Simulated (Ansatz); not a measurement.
**Defect calculation: Pb_S in rock-salt PbS**

All values below come from PBE, PAW (plane waves to 420 eV; Ansatz, a program for electronic structure). Cell: 64 sites, 2×2×2 repeats of a cell of 8 atoms; final energies on a 2×2×2 shifted mesh. Site at the start: the S site. Finite-size correction: monopole term and site-potential alignment. Dielectric constants: PBE linear response of the host. Host gap at this level: 0.49 eV. These values are not converged in cell size to better than tenths of an eV.  Spin–orbit coupling is left out, which matters for these heavy elements. Each state is the lowest found from its start.

Formation energies E_f are given with the Fermi level at the valence-band maximum. Chemical conditions: Pb-rich (Δμ(Pb) = 0.00 eV, Δμ(S) = -1.11 eV; only phases computed here count, gases as isolated molecules at 0 K); S-rich (Δμ(Pb) = -1.11 eV, Δμ(S) = 0.00 eV; only phases computed here count, gases as isolated molecules at 0 K). Reference phases: Pb: fcc Pb, S: S8 molecule in a box.

In at least one state atoms left their starting sites on relaxation (a large move, or an atom on the emptied site), so the name describes the start.

Charges with a result: +3, +2, +1, 0. Others weren't obtained, and one of them could lie lower, also by skipping a charge.

| charge | moment (μB) | point group | largest move off a lattice site (Å) | image correction with alignment (eV) | E_f, Pb-rich (eV) | E_f, S-rich (eV) |
|---|---|---|---|---|---|---|
| +3† | fractional | – | 1.99 | 0.49 | – | – |
| +2 | not spin-polarised | C3v | 1.97 | 0.29 | 1.81 | 4.03 |
| +1† | 1.0 | – | 0.73 | 0.13 | – | – |
| 0† | not spin-polarised | – | 0.51 | 0.00 | 2.25 | 4.46 |

† Not settled in this cell, so no level is given: charge +3: fractional moment, a level filled in part, carriers not clearly localised; charge +1: carriers not clearly localised; charge 0: a level filled in part, carriers not clearly localised.

Point groups are those of the whole cell at tolerances of 0.03 and 0.1 Å ("near" where only the looser one holds); none is given for unsettled states.

Starting moments that weren't kept: charge +3 began with 1 μB and ended with 0.5.

All states together cost around 6 core-hours (rough).
